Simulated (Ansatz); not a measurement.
What tensor shear ε_xz = +2.00 % does to ZnS

Take ZnS in the wurtzite structure (space group P6_3mc, No. 186; a = 3.782 Å, c = 6.208 Å) as the base. Axes: x lies along a and z along c of the hexagonal cell.

One thing is altered: a pure shear with ε_xz = ε_zx = 0.0200, atoms relaxed at fixed cell.

Computed with Ansatz (a quantum-chemistry and plane-wave program) PBEsol, spin-orbit coupling left out. k-mesh 10×10×6 (Γ-centred); smearing 0.05 eV (Fermi–Dirac).

- Volume per atom = 19.22 Å³ (base 19.23 Å³)
- Energy relative to the base (free energy F) = +2.7 meV/atom
- Band gap = 2.10 eV (base 2.15 eV)
- Gap character = direct at Γ (base direct at Γ)
- Electron mass = 0.16 mₑ along z, 0.18 mₑ across (at Γ) (base 0.16 mₑ along c, 0.18 mₑ across (at Γ))
- Valence-band top at Γ (three highest levels, from the VBM) = 0.00, -0.05, -0.19 eV (base 0.00, 0.00, -0.09 eV)
- Largest internal atomic displacement = 0.012 Å
- Stress (xx, yy, zz, yz, xz, xy; compression positive) = (-0.06, 0.03, 0.02, 0.00, -1.14, 0.00) GPa

Final structure:

```yaml
crystal:
  lattice:
    - [3.78216, 0.00000, 0.07564]
    - [-1.89108, 3.27545, -0.03782]
    - [0.12415, 0.00000, 6.20765]
  atoms:
    - { symbol: Zn, position: [0.32990, 0.66621, 0.00046] }
    - { symbol: Zn, position: [0.66369, 0.33379, 0.50046] }
    - { symbol: S, position: [0.33687, 0.66734, 0.37454] }
    - { symbol: S, position: [0.66953, 0.33266, 0.87454] }
```

The cells carry an imposed strain or load. Effective masses come from finite differences of ±0.01 Å⁻¹. Whether these cells are dynamically stable was not tested. k-point labels follow each cell's own Brillouin zone.
